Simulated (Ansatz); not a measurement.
Band structure of Au3S (P6_3/mmc, 8 atoms in the cell).

```yaml
crystal:
  lattice:
    - [5.75784, 0.00000, 0.00000]
    - [-2.87892, 4.98643, 0.00000]
    - [0.00000, 0.00000, 4.71797]
  atoms:
    - { symbol: S, position: [0.66667, 0.33333, 0.25000] }
    - { symbol: S, position: [0.33333, 0.66667, 0.75000] }
    - { symbol: Au, position: [0.33253, 0.16626, 0.75000] }
    - { symbol: Au, position: [0.66747, 0.83374, 0.25000] }
    - { symbol: Au, position: [0.16626, 0.33253, 0.25000] }
    - { symbol: Au, position: [0.83374, 0.66747, 0.75000] }
    - { symbol: Au, position: [0.83374, 0.16626, 0.75000] }
    - { symbol: Au, position: [0.16626, 0.83374, 0.25000] }
```

Method: LDA (PW92), PAW files made with PBE (plane waves; Ansatz, a quantum-chemistry and plane-wave program).

Settings: basis.ecutwfc = 30.9 Ry; kpoints.mp_grid.grid = 5 5 5; hamiltonian.xc = lda; hamiltonian.pseudopotentials = {kind: paw} (the program's default PAW files); scf.occupations.method = gaussian; scf.occupations.width = 0.01 Ry; kpoints.band_path.npoints = 8.

The starting cell comes from a database of computed structures (which also holds hypothetical and non-ambient phases and stackings), without a prior relaxation at this level. Its lattice was rescaled by a random factor within 2.5 % of one. Spin-orbit coupling is off. The run gives no clean gap (levels at the Fermi energy touch, overlap or are partly filled at this smearing), which alone does not show that the compound is a metal.

Levels in eV from the Fermi level, bands 60 to 67:
| point | 60 | 61 | 62 | 63 | 64 | 65 | 66 | 67 |
|---|---|---|---|---|---|---|---|---|
| Γ | -1.40 | -1.16 | -1.16 | -0.25 | 0.44 | 0.82 | 2.02 | 2.02 |
| M | -1.25 | -0.54 | -0.49 | -0.42 | 1.06 | 1.28 | 2.69 | 2.74 |
| K | -0.28 | -0.28 | -0.08 | -0.03 | 0.67 | 0.67 | 2.15 | 2.15 |
| A | -1.63 | -1.49 | -1.49 | -0.73 | -0.73 | 2.77 | 2.77 | 2.77 |
| L | -1.90 | -1.04 | -1.04 | 0.52 | 0.52 | 2.26 | 2.26 | 3.10 |
| H | -1.90 | -0.41 | -0.41 | 0.07 | 0.07 | 1.08 | 1.08 | 3.09 |

Bands cross the Fermi level along this path, so the cell is metallic at this level.

Keys are those of Ansatz 0.2.
